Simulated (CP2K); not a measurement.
Band structure of CuAgO2 (C2/m, 4 atoms in the cell).

```yaml
crystal:
  lattice:
    - [3.49822, 0.00000, 0.00000]
    - [2.40304, 2.54223, 0.00000]
    - [-2.13165, -0.91831, 5.41639]
  atoms:
    - { symbol: Cu, position: [0.50000, 0.50000, 0.50000] }
    - { symbol: Ag, position: [0.00000, 0.00000, 0.00000] }
    - { symbol: O, position: [0.87545, 0.87545, 0.28377] }
    - { symbol: O, position: [0.12455, 0.12455, 0.71623] }
```

Method: LDA (Pade form), GPW, DZVP-MOLOPT-SR-GTH basis, GTH-PADE potentials (GTH_POTENTIALS) (CP2K).

Settings: CUTOFF = 600 Ry; REL_CUTOFF = 50 Ry; SMEAR/METHOD = FERMI_DIRAC; ELECTRONIC_TEMPERATURE = 1160.45 K; KPOINTS/SCHEME = MONKHORST-PACK 10 10 5; GAMMA_CENTERED = T; XC_FUNCTIONAL = PADE; Cu/BASIS_SET = DZVP-MOLOPT-SR-GTH-q11; Cu/POTENTIAL = GTH-PADE-q11; Ag/BASIS_SET = DZVP-MOLOPT-SR-GTH-q11; Ag/POTENTIAL = GTH-PADE-q11; O/BASIS_SET = DZVP-MOLOPT-SR-GTH-q6; O/POTENTIAL = GTH-PADE-q6; METHOD = GPW.

The starting cell comes from a database of computed structures (which also holds hypothetical and non-ambient phases and stackings), without a prior relaxation at this level. Its lattice was rescaled by a random factor within 2.5 % of one. Spin polarisation is off, so a magnetic state, if there is one, cannot be reached. Values carry the incompleteness of an atom-centred basis. The run gives no clean gap (levels at the Fermi energy touch, overlap or are partly filled at this smearing), which alone does not show that the compound is a metal.

Levels in eV from the Fermi level, bands 14 to 19:
```json
[
 {"point": "Γ", "14": "-2.41", "15": "-2.33", "16": "-1.97", "17": "-0.24", "18": "1.31", "19": "1.50"},
 {"point": "Y", "14": "-2.43", "15": "-2.28", "16": "-1.67", "17": "-0.71", "18": "1.30", "19": "4.93"},
 {"point": "F", "14": "-2.32", "15": "-2.17", "16": "-1.62", "17": "-0.62", "18": "1.26", "19": "4.69"},
 {"point": "L", "14": "-2.00", "15": "-1.70", "16": "-1.43", "17": "-0.37", "18": "1.00", "19": "4.17"},
 {"point": "Z", "14": "-2.44", "15": "-1.73", "16": "-1.18", "17": "-0.92", "18": "1.13", "19": "3.17"}
]
```

Bands cross the Fermi level along this path, so the cell is metallic at this level.

Higher empty bands are left out: an atom-centred basis made for the valence describes them poorly.
